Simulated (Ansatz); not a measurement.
## Several settings converged on a (001) slab of La2O3 (cut from a parent of space group no. 164; 10 atoms in the cell)

```yaml
crystal:
  lattice:
    - [3.95970, 0.00000, 0.00000]
    - [-1.97985, 3.42920, 0.00000]
    - [0.00000, 0.00000, 24.51011]
  atoms:
    - { symbol: La, position: [0.33333, 0.66667, 0.43641] }
    - { symbol: La, position: [0.66667, 0.33333, 0.31224] }
    - { symbol: O, position: [0.00000, 0.00000, 0.37432] }
    - { symbol: O, position: [0.33333, 0.66667, 0.28560] }
    - { symbol: O, position: [0.66667, 0.33333, 0.46305] }
    - { symbol: La, position: [0.33333, 0.66667, 0.68776] }
    - { symbol: La, position: [0.66667, 0.33333, 0.56359] }
    - { symbol: O, position: [0.00000, 0.00000, 0.62568] }
    - { symbol: O, position: [0.33333, 0.66667, 0.53695] }
    - { symbol: O, position: [0.66667, 0.33333, 0.71440] }
```

Base method: PBE (plane waves, PAW; Ansatz, a first-principles code).

Base settings: basis.ecutwfc = 420 eV; kpoints.mp_grid.grid = 7 7 1; hamiltonian.xc = pbe; hamiltonian.pseudopotentials = {kind: paw} (the program's default PAW files); scf.occupations.method = fermi_dirac; scf.occupations.width = 0.05 eV.

The count of work is k-points × plane waves × bands × iterations; it is no time. Core times come from one kind of shared machine, to one figure; runs under 30 s give none.

**The vacuum**

The mesh stays at the base's, so the ladder's end is converged at best in this setting alone.

Only quantities that move along the ladder and can be compared are tabulated.

```csv
vacuum between outermost atoms (Å),free energy less the last step's (meV/atom),largest difference of a force vector from the last step's (eV/Å),gap on the mesh (eV),count of work / last
3.0,-26.04,0.280,3.898,0.34
4.0,-4.99,0.057,3.948,0.36
5.0,-1.00,0.011,3.952,0.34
6.0,-0.22,0.003,3.975,0.36
7.0,-0.07,0.001,3.977,0.38
8.0,-0.02,0.000,3.978,0.41
10.0,-0.05,0.000,3.978,0.45
12.0,-0.03,0.000,3.978,0.49
14.0,0.00,0.000,3.978,0.54
17.0,-0.03,0.000,3.978,0.60
20.0,-0.01,0.000,3.978,0.67
25.0,-0.03,0.000,3.978,0.78
30.0,0.00,0.000,3.978,1.0
```

Smallest vacuum between outermost atoms (Å) that holds the free energy within 2 meV/atom of the last step, with all finer ones: 5.0, at 0.34 of the last step's count of work; the step before is off by 5.0 meV/atom.

Smallest vacuum between outermost atoms (Å) that holds the gap on the mesh within 0.05 eV of the last step, with all finer ones: 4.0, at 0.36 of the last step's count of work; the step before is off by 0.080 eV.

Smallest vacuum between outermost atoms (Å) that holds the forces within 0.005 eV/Å of the last step, with all finer ones: 6.0, at 0.36 of the last step's count of work; the step before is off by 0.011 eV/Å.

**The plane-wave cutoff**

The mesh stays at the base's, so the ladder's end is converged at best in this setting alone.

Only quantities that move along the ladder and can be compared are tabulated.

| basis.ecutwfc | free energy less the last step's (meV/atom) | largest difference of a force vector from the last step's (eV/Å) | gap on the mesh (eV) | count of work / last |
|---|---|---|---|---|
| 210 eV | 3362.04 | 0.623 | 4.055 | 0.16 |
| 250 eV | 1206.40 | 0.221 | 4.020 | 0.18 |
| 295 eV | 334.48 | 0.036 | 3.986 | 0.24 |
| 355 eV | 47.57 | 0.005 | 3.978 | 0.30 |
| 420 eV | 3.93 | 0.001 | 3.978 | 0.36 |
| 505 eV | 0.64 | 0.001 | 3.978 | 0.47 |
| 630 eV | 0.23 | 0.000 | 3.978 | 0.72 |
| 840 eV | 0.00 | 0.000 | 3.978 | 1.0 |

Coarsest basis.ecutwfc that holds the free energy within 2 meV/atom of the last step, with all finer ones: 505 eV; the step before is off by 3.9 meV/atom.

Coarsest basis.ecutwfc that holds the gap on the mesh within 0.05 eV of the last step, with all finer ones: 250 eV, at 0.18 of the last step's count of work; the step before is off by 0.077 eV.

Coarsest basis.ecutwfc that holds the forces within 0.02 eV/Å of the last step, with all finer ones: 355 eV, at 0.30 of the last step's count of work; the step before is off by 0.036 eV/Å.

**The depth of the relaxed slab**

On the (001) slab of La2O3 (cut from a parent of space group no. 164; 5 atoms in the cell), and deeper slabs.

In this ladder: relax = atoms; relax.f_tol = 0.02 eV/Å.

The mesh stays at the base's, so the ladder's end is converged at best in this setting alone.

Only quantities that move along the ladder and can be compared are tabulated.

```tsv
atoms	gap on the mesh (eV)	relaxation steps	core time / last (rough)
5	3.764	5	–
15	3.978	5	0.3
20	3.929	5	0.8
25	3.902	4	1
```

Smallest size that holds the gap on the mesh within 0.1 eV of the last step, with all finer ones: 15, at about 0.3 of the last step's time; the step before is off by 0.14 eV.

On the base run: the starting cell has typed, rounded lattice constants, without a prior relaxation at this level. The slab is cut from that crystal, and its faces are unrelaxed. Its lattice was rescaled by up to half a per cent. Spin polarisation is off, though cut faces can carry moments; a gap of a slab can lie between surface states.

Keys are those of Ansatz 0.2.
